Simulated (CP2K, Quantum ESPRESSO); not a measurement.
A Quantum ESPRESSO input for a self-consistent single point of SrGe2Rh2 (I4/mmm, 5 atoms in the cell) (DFT, PBEsol, plane waves, GBRV 1.5 ultrasoft (PBESOL) pseudopotentials):

```fortran
&control
  calculation = 'scf',
  prefix = 'pwscf',
  outdir = './tmp/',
  pseudo_dir = './',
  tprnfor = .true.,
  tstress = .true.,
/
&system
  ibrav = 7,
  A = 4.1144020000,
  C = 10.6236020000,
  nat = 5,
  ntyp = 3,
  ecutwfc = 50,
  ecutrho = 400,
  occupations = 'smearing',
  smearing = 'gaussian',
  degauss = 0.0036749,
/
&electrons
  conv_thr = 1.0d-10,
/
ATOMIC_SPECIES
Sr    87.6200  sr_pbesol_v1.uspp.F.UPF
Ge    72.6300  ge_pbesol_v1.4.uspp.F.UPF
Rh   102.9055  rh_pbesol_v1.4.uspp.F.UPF
ATOMIC_POSITIONS crystal
Sr    0.0000000000    0.0000000000    0.0000000000
Ge    0.0000000000    0.6336700000    0.6336700000
Ge    0.0000000000    0.3663300000    0.3663300000
Rh   -0.5000000000    0.7500000000    0.2500000000
Rh   -0.5000000000    0.2500000000    0.7500000000
K_POINTS automatic
7 7 7  0 0 0
```

Q: Translate this input to CP2K.

A: This is the input that was run; spellings and numerical settings could be chosen otherwise.

```
&GLOBAL
  PROJECT bulk
  RUN_TYPE ENERGY_FORCE
  PRINT_LEVEL MEDIUM
&END GLOBAL
&FORCE_EVAL
  METHOD Quickstep
  STRESS_TENSOR ANALYTICAL
  &DFT
    BASIS_SET_FILE_NAME BASIS_MOLOPT
    POTENTIAL_FILE_NAME GTH_POTENTIALS
    &QS
      METHOD GPW
      EPS_DEFAULT 1E-10
    &END QS
    &MGRID
      CUTOFF 500
      REL_CUTOFF 50
      NGRIDS 5
    &END MGRID
    &SCF
      SCF_GUESS ATOMIC
      EPS_SCF 1E-6
      MAX_SCF 100
      ADDED_MOS 9
      &DIAGONALIZATION
        ALGORITHM STANDARD
      &END DIAGONALIZATION
      &MIXING
        METHOD BROYDEN_MIXING
        ALPHA 0.3
        NBUFFER 8
        BETA 1.5
      &END MIXING
      &SMEAR ON
        METHOD GAUSSIAN
        SIGMA [eV] 0.05
      &END SMEAR
    &END SCF
    &KPOINTS
      SCHEME MONKHORST-PACK 7 7 7
    &END KPOINTS
    &XC
      &XC_FUNCTIONAL
        &PBE
          PARAMETRIZATION PBESOL
        &END PBE
      &END XC_FUNCTIONAL
    &END XC
    &PRINT
      &MO
        EIGENVALUES T
        OCCUPATION_NUMBERS T
        NDIGITS 8
        FILENAME mo
        &EACH
          QS_SCF 0
        &END EACH
        ADD_LAST NUMERIC
      &END MO
      &MULLIKEN ON
      &END MULLIKEN
    &END PRINT
  &END DFT
  &SUBSYS
    &CELL
      A 6.05635100 0.00000000 0.00000000
      B 3.26121800 5.10331700 0.00000000
      C -4.65878400 -2.55165800 2.90932200
      PERIODIC XYZ
    &END CELL
    &COORD
      Sr       0.00000000     0.00000000     0.00000000
      Ge       5.90426395     3.23381888     0.00000000
      Ge       3.41330505     1.86949812     0.00000000
      Rh       1.63060925     2.55165875     1.45466100
      Rh       3.02817575     0.00000025     1.45466100
    &END COORD
    &KIND Sr
      BASIS_SET DZVP-MOLOPT-SR-GTH-q10
      POTENTIAL GTH-PBE-q10
    &END KIND
    &KIND Ge
      BASIS_SET DZVP-MOLOPT-SR-GTH-q4
      POTENTIAL GTH-PBE-q4
    &END KIND
    &KIND Rh
      BASIS_SET DZVP-MOLOPT-SR-GTH-q17
      POTENTIAL GTH-PBE-q17
    &END KIND
  &END SUBSYS
  &PRINT
    &FORCES ON
    &END FORCES
    &STRESS_TENSOR ON
    &END STRESS_TENSOR
  &END PRINT
&END FORCE_EVAL
```

Basis settings and potentials, where a program has them, do not carry over. This input uses DFT PBEsol, GPW, DZVP-MOLOPT-SR-GTH basis, GTH-PBE potentials (GTH_POTENTIALS).

The starting cell comes from a database of computed structures (which also holds hypothetical and non-ambient phases and stackings), without a prior relaxation at this level. For this run, on top of that: lattice scaled by 0.98.
